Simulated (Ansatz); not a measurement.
# HgTe: response to strain

Base system: HgTe in the zinc blende structure (space group F-43m, No. 216; a = 6.4350 Å).

Strains are applied to the cell and any free atomic positions relax.

Computed with Ansatz (a program for electronic structure) LDA, no spin-orbit coupling.

```csv
isotropic strain (%),pressure (GPa)
-3,5.5
-1.5,2.4
-0.5,0.7
0,0.0
0.5,-0.7
1,-1.3
1.5,?
2,-2.4
3,-3.3
```

Task: Fit P = P₀ − Bδ + Cδ² with δ = (1 + ε)³ − 1 to the rows shown and predict the withheld row.

Result: Least squares on the printed values gives P₀ = 0.0 GPa, B = 49.2 GPa, C = 153 GPa (largest residual 0.1 GPa); this predicts -1.9 GPa, and the run gives -1.9 GPa, in agreement.

The mesh was chosen for an insulator and is coarse for the gapless case. Stability against distortions was not tested. All final runs are without spin polarisation.
